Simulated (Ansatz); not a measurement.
The reference is GaAs in the zinc blende structure (space group F-43m, No. 216; a = 5.6594 Å). Axes: x, y, z lie along the cube axes.

Modification: uniaxial stress, 3 GPa tension along z, with the cell and atoms free to relax against it.

Levels (all Ansatz, a quantum-chemistry and plane-wave program, PAW, earlier PAW set): PBEsol (420 eV, no spin-orbit coupling); r2SCAN (500 eV, without spin-orbit coupling); HSE06 (420 eV, without spin-orbit coupling); PBEsol+SOC (420 eV, spin-orbit coupling included); HSE06+SOC (420 eV, noncollinear with spin-orbit coupling).

At the geometry relaxed with PBEsol, these levels gave the following band gaps, in shuffled order: (a) 0.21 eV, (b) 0.10 eV, (c) 1.15 eV, (d) 0.76 eV, (e) 1.03 eV.

Match each gap to its level.

(a) PBEsol; (b) PBEsol+SOC; (c) HSE06; (d) r2SCAN; (e) HSE06+SOC.

Single points use the geometry relaxed with PBEsol. The spin-orbit shifts are approximate. Load acts through the strain it causes; cell and atoms are relaxed under it. Stability under load was not tested beyond the relaxation. The zero or small gap of GaAs under uniaxial stress, 3 GPa tension along z can change with the level of theory.
